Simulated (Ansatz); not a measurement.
Output of an Ansatz run (abridged):

```
WARN ansatz: RAYON_NUM_THREADS=1 ignored (pool sized by the plan → 1); use --threads N
Pseudopotentials: kind: paw
Pseudopotential: Be, paw, valence charge 2
Pseudopotential: Te, paw, valence charge 16
Crystal: 2 atoms, lattice volume = 43.948 Å³
Basis set: ecut = 420 eV, 869 PW (Γ), exchange–correlation on 54×54×54 points (8 copies of the dense FFT grid, shifted against one another)
Bands: 13, of which v1, the nominal top of the filled ones, is band 9 counted from 1 (8 counted from 0)
Symmetry: 24 space group operations
Space group: F-43m (ITA 216), of the structure as read, at distance tolerance 3.5e-5 Å
k-points: 29 of 512 (time reversal used)
Initial density: superposition of atomic densities (neutral atoms: chi_scale 0, normalization atom), corrected by the library's trained network
Initial wavefunctions: pseudopotential atomic-orbital guess
Eigensolver: davidson
Functional: x = pbe(κ = 0.804, μ = 0.2195149727645171), c = pbe(β = 0.06672455060314922)
SCF iter   1: F=—  HF=-7073.436017 eV  |F-HF|=—  |Δ(HF+E_count)|=         —  Δρ=5.11e-4  dr2=1.31e-4  ethr=1.77e-3  ⟨swp⟩=6.6  Hψ=2372  notcnv=0
all-band conjugate gradients solve this SCF's bands
preconditioner: auto → none
SCF iter   2: F=—  HF=-7073.435830 eV  |F-HF|=—  |Δ(HF+E_count)|=   1.87e-4  Δρ=3.93e-4  dr2=1.09e-4  ethr=7.30e-7  ⟨swp⟩=2.1  Hψ=904  notcnv=0
SCF iter   3: F=—  HF=-7073.435799 eV  |F-HF|=—  |Δ(HF+E_count)|=   3.03e-5  Δρ=2.22e-4  dr2=2.22e-5  ethr=6.08e-7  ⟨swp⟩=2.0  Hψ=487  notcnv=0
SCF iter   4: F=—  HF=-7073.435829 eV  |F-HF|=—  |Δ(HF+E_count)|=   2.99e-5  Δρ=1.20e-4  dr2=1.75e-6  ethr=1.24e-7  ⟨swp⟩=3.0  Hψ=640  notcnv=0
SCF iter   5: F=—  HF=-7073.435848 eV  |F-HF|=—  |Δ(HF+E_count)|=   1.92e-5  Δρ=1.13e-4  dr2=1.08e-5  ethr=9.72e-9  ⟨swp⟩=2.0  Hψ=638  notcnv=0
SCF iter   6: F=—  HF=-7073.435845 eV  |F-HF|=—  |Δ(HF+E_count)|=   2.99e-6  Δρ=6.28e-5  dr2=3.33e-6  ethr=9.72e-9  ⟨swp⟩=3.0  Hψ=640  notcnv=0
SCF iter   7: F=—  HF=-7073.435844 eV  |F-HF|=—  |Δ(HF+E_count)|=   1.29e-6  Δρ=1.11e-5  dr2=1.05e-7  ethr=9.72e-9  ⟨swp⟩=3.0  Hψ=640  notcnv=0
SCF iter   8: F=-7073.435844 eV  HF=-7073.435844 eV  |F-HF|=7.46e-9  |Δ(HF+E_count)|=   3.77e-8  Δρ=3.20e-6  dr2=8.62e-9  ethr=5.56e-10  ⟨swp⟩=5.6  Hψ=1496  notcnv=0
SCF 1 converged in 8 iterations: F = -7073.435844 eV  dr2 = 8.62e-9
SCF converged after 8 iterations
Free energy (F): -7073.435844 eV
Harris-Foulkes:  -7073.435844 eV  (|F-HF|=7.46e-9)
Internal energy: -7073.435844 eV  (E = F + TS)
E sigma→0 (E₀):  -7073.435844 eV
Fermi energy:    8.602862 eV
--- Per-component energies (eV) ---
  E_band       = -264.880102
  E_kinetic    = 200.277969
  E_local      = -1355.659386  (includes V_loc(G=0)·N_el)
  E_nonlocal   = -305.035827
  E_hartree    = 851.416643
  E_xc         = -143.559173
  E_vxc        = -124.394962  (∫ρ·V_xc dr)
  E_paw        = -4722.801401  (= ΣΔE_a)
  E_vpaw       = -382.897402  (= ΣTr[D̂ρ^β])
  E_aug_tail   = -0.000194  (compensation charges beyond the density's cutoff)
  E_ewald      = -1598.074474
  E_smearing   = -0.000000  (= −TS)
  E_closure    = 0.000000  (closes the sum)
  Σ components = -7073.435844   (vs F -7073.435844, Δ=0.00e0)
--- Forces (eV/Å), atoms counted from 1 ---
  atom   1  Be     0.00000000    -0.00000000    -0.00000000
  atom   2  Te     0.00000000    -0.00000000    -0.00000000
  max |Σ_I F_I| component: 3.19e-16 eV/Å
--- Stress (GPa, compression-positive) ---
        1.993853      -0.000000      -0.000000
        0.000000       1.993853       0.000000
        0.000000       0.000000       1.993853
  P = ⅓ Tr σ = 1.9939 GPa (19.939 kbar)
  The stress holds the Pulay correction. Without it, at fixed plane waves, as pw.x and ABINIT print it: P = 1.9691 GPa
--- Band table (eV; the first three rows and the last of 29) ---
  k-point 0: bands = ["-28.6366", "-28.6366", "-28.6366", "-28.6230", "-28.6230", "-4.7759", "7.6288", "7.6288", "7.6288", "11.2445", "11.2445", "11.2445", "11.5722"]
  k-point 1: bands = ["-28.6363", "-28.6361", "-28.6361", "-28.6229", "-28.6229", "-4.6250", "6.2968", "7.3874", "7.3874", "11.2103", "11.5965", "11.5965", "12.8381"]
  k-point 2: bands = ["-28.6355", "-28.6349", "-28.6349", "-28.6226", "-28.6226", "-4.2078", "4.2602", "6.9390", "6.9390", "10.9936", "12.1371", "12.1371", "14.7555"]
  k-point 28: bands = ["-28.6342", "-28.6335", "-28.6296", "-28.6238", "-28.6213", "-2.8525", "2.9821", "3.8570", "4.3525", "12.9433", "13.1967", "13.2371", "13.9011"]
```

The structure:

```
CELL_PARAMETERS angstrom
      0.00000     2.80092     2.80092
      2.80092     0.00000     2.80092
      2.80092     2.80092     0.00000
ATOMIC_POSITIONS crystal
  Be 0.00000 0.00000 0.00000
  Te 0.25000 0.25000 0.25000
```

Problem. What input produced this log?

Solution. Other spellings and defaults could give the same log, and not every line can be read from it. The input that was run (DFT, PBE, plane waves, default PAW files):

Ansatz 0.2 input:
```yaml
crystal:
  lattice:
    - [0.000000, 2.800925, 2.800925]
    - [2.800925, 0.000000, 2.800925]
    - [2.800925, 2.800925, 0.000000]
  atoms:
    - { symbol: Be, position: [0.000000, 0.000000, 0.000000] }
    - { symbol: Te, position: [0.250000, 0.250000, 0.250000] }
basis:
  ecutwfc: 420.0
kpoints:
  mp_grid:
    grid: [8, 8, 8]
hamiltonian:
  xc: pbe
  pseudopotentials:
    kind: paw
scf:
  occupations:
    method: fermi_dirac
    width: 0.05
output:
  forces: true
  eigenvalues: true
  stress: true
```

The starting cell has typed, rounded lattice constants, without a prior relaxation at this level. Its lattice was rescaled by up to half a per cent. Spin-orbit coupling is off. Ansatz's pressure includes its estimate of the finite-basis (Pulay) stress.

Ansatz is an electronic-structure program.
